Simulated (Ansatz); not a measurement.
Input:

```
O2Si
1.0
    5.09725     0.00000     0.00000
   -2.54863     4.41435     0.00000
    0.00000     0.00000     5.56954
Si O
3 6
Direct
  0.50829   0.50829   0.00000
  0.49171   0.00000   0.33333
  0.00000   0.49171   0.66667
  0.22630   0.41783   0.81915
  0.58217   0.80846   0.15249
  0.19154   0.77370   0.48582
  0.41783   0.22630   0.18085
  0.80846   0.58217   0.84751
  0.77370   0.19154   0.51418
```

The numbers are results of PBEsol, rigid bands (plane waves, PAW, scalar-relativistic; Ansatz, an electronic-structure program), not measurements. Condition of this run: hydrostatic pressure -2 GPa (the target of the relaxation). Cell: cell and atoms relaxed with PBEsol, then loaded as said.

Question: Predict the electron conductivity mass (n e² τ/σ) at 300 K, by direction if it differs.

Answer: 0.53 (x), 0.53 (y), 0.52 (z) mₑ.

Question: What conductivity effective mass do dilute holes have at 300 K?

Answer: 6.0 (x), 6.0 (y), 2.3 (z) mₑ.

Question: And the band gap?

Answer: 5.50 eV at this level; semilocal functionals usually fall short of the measured gap.

Rigid bands, one relaxation time for all states, no polarons. Spin-orbit coupling is left out; where it splits the top of the valence band it changes the hole mass and lowers the gap by about a third of the splitting.
